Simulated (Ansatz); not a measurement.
Where the default PAW files enter, the runs use the earlier of Ansatz's two default sets.

Crystal: PbSe (Fm-3m, rock salt, 2 atoms a cell, 28.8 Å³ an atom); both levels run on this one cell.

Complex bands along the normal of (111) by Ansatz (plane waves, PAW, no spin-orbit coupling). r2SCAN gives a gap of 0.60 eV and a slowest mid-gap decay of 0.082 1/Å.

### Question
What does PBE give on the same cell, and what does that do to the current through 2 nm?

### Answer
Gap 0.31 eV, κ = 0.049 1/Å. The mid-gap transmission through 2 nm changes by exp(2 × 20 × (0.082 − 0.049)) = a factor of 3.7 against r2SCAN.

Ansatz is an electronic-structure program.
